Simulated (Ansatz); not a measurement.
# A computed series for Ca3GeO: response to strain

Consider Ca₃GeO (space group Imma, No. 74; a cell from a computed database, its experimental status unchecked).

```
Ca3GeO
1.0
   -3.29993     4.66693     3.31126
    3.29993    -4.66693     3.31126
    3.29993     4.66693    -3.31126
Ca Ge O
6 2 2
Direct
  0.76888   0.00000   0.26888
  0.23112   0.00000   0.73112
  0.23112   0.50000   0.23112
  0.76888   0.50000   0.76888
  0.71287   0.46287   0.25000
  0.28713   0.53713   0.75000
  0.24913   0.99913   0.25000
  0.75087   0.00087   0.75000
  0.00000   0.50000   0.50000
  0.50000   0.50000   0.00000
```

Cartesian axes are those of the cell as printed.

Strains are applied to the cell and any free atomic positions relax; under biaxial strain the out-of-plane vector relaxes too.

All numbers come from Ansatz (a program for electronic structure) PBEsol, scalar-relativistic without spin-orbit coupling.

Notes on the quantities. energy relative to the base: free energy F; pressure: mean of the normal stresses, compression positive.

| case | energy relative to the base | pressure | volume per atom |
|---|---|---|---|
| base | 0 meV/atom | 0.0 GPa | 20.40 Å³ |
| biaxial strain +0.98 %, plane normal [001], relaxed out of plane | [?] | -0.9 GPa | 20.71 Å³ |
| tensor shear ε_xz = −3.94 % | +18 meV/atom | [?] | 20.37 Å³ |
| tensor shear ε_xy = +3.88 % | +17 meV/atom | 0.2 GPa | 20.37 Å³ |

What belongs in the blanks?


- biaxial strain +0.98 %, plane normal [001], relaxed out of plane, energy relative to the base: +1.7 meV/atom
- tensor shear ε_xz = −3.94 %, pressure: 0.4 GPa

A biaxial case was relaxed in a doubled cell and then solved in the primitive one. A case with no gap was solved on a k-mesh chosen for an insulator, which is coarse for it. Stability against distortions was not tested. All final runs are without spin polarisation.
